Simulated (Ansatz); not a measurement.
Results of PBE in Ansatz (PAW) for Ta2GeN (model structure, started from the MAX type, P6₃/mmc, No. 194, 8 atoms in the cell).

Run with plane-wave cutoff 520 eV, 24×24×4 k mesh (along the axes of the cell as run), Fermi–Dirac smearing 0.05 eV, scalar-relativistic PAW data made under PBE.

Cell (relaxed at this level):

```cif
data_Ge2N2Ta4
_chemical_formula_sum 'Ge2 Ta4 N2'
_space_group_name_H-M_alt 'P63/mmc'
_space_group_IT_number 194
_space_group_name_Hall '-P 6c 2c'
_cell_length_a 3.26511
_cell_length_b 3.26511
_cell_length_c 12.25095
_cell_angle_alpha 90.000
_cell_angle_beta 90.000
_cell_angle_gamma 120.000
loop_
_atom_site_label
_atom_site_type_symbol
_atom_site_symmetry_multiplicity
_atom_site_Wyckoff_symbol
_atom_site_fract_x
_atom_site_fract_y
_atom_site_fract_z
_atom_site_occupancy
Ge1 Ge 2 d 0.66667 0.33333 0.25000 1
Ta1 Ta 4 f 0.33333 0.66667 0.09164 1
N1 N 2 a 0.00000 0.00000 0.00000 1
```

Task: Predict the bulk modulus.

Result: 
- bulk modulus: 213 GPa

The run finds no gap.

Note: the bulk modulus is −V dP/dV from two relaxed cells at ±2 % in volume; the relaxation could raise the start's symmetry but not lower it, so the cell can be a saddle point.

Spin–orbit coupling is not included; it can open a gap where bands touch, and shift volumes and moduli.

A model structure was made by putting elements into a prototype or built by hand; it is no filed structure, need not be a known phase, and can be a saddle point held by its symmetry.

Ansatz is a quantum-chemistry and plane-wave program.
